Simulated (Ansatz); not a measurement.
By hand: formation energy of the neutral V_Sr in SrNbO3 (cubic perovskite, Pm-3m)

This concerns the formation energy of the neutral V_Sr in SrNbO3 (cubic perovskite, Pm-3m). Reaction: 8 SrNbO3 (cubic perovskite) → cell A + Sr (fcc).

A: a supercell of 40 sites of SrNbO3 (cubic perovskite, Pm-3m) with one empty Sr site amid 12 O; the host is a cell from a database of computed structures that this text hasn't matched to a measured one; partly filled levels (a metallic host or states in the gap) with r2SCAN; spin state with r2SCAN: run without spin.

Ansatz (an electronic-structure program) with PAW potentials; structures come from r2SCAN relaxations, nuclei static, no net charge. Ansatz runs with its default PAW set. Larger cells are relaxed on a coarser mesh till forces fall under 0.03 eV/Å, which some starts already meet. A dispersion term (D3(BJ), or D4 for r2SCAN) was computed beside these levels and is taken off wherever the name lacks it. The d electrons get no Hubbard U. Mesh and cell size may move defect energies by 0.1 eV or more. The value holds for the reservoirs listed; other chemical potentials shift it. Cell A has symmetry Pm-3m and got no random move, so less symmetric positions, which may lie lower, weren't tried.

Total energies of the cells in eV, at zero smearing width. They compare only within one column; the weights balance every element.

```
cell                       atoms  weight        r2SCAN
-------------------------  -----  ------  ------------
A: SrNbO3:V_Sr                39      +1  -75099.80087
Sr (fcc)                       1      +1   -3555.11491
SrNbO3 (cubic perovskite)     40      −1  -78657.18291
```

r2SCAN: (-75099.80087) + (-3555.11491) − (-78657.18291) = 2.267 eV.

What follows from the r2SCAN value: With the reservoirs of the reaction as written, and without entropy terms or charged states, the share of sites that hold the defect in equilibrium is exp(−2.27 eV/k_BT) = 3.6×10^-12 at 1000 K.
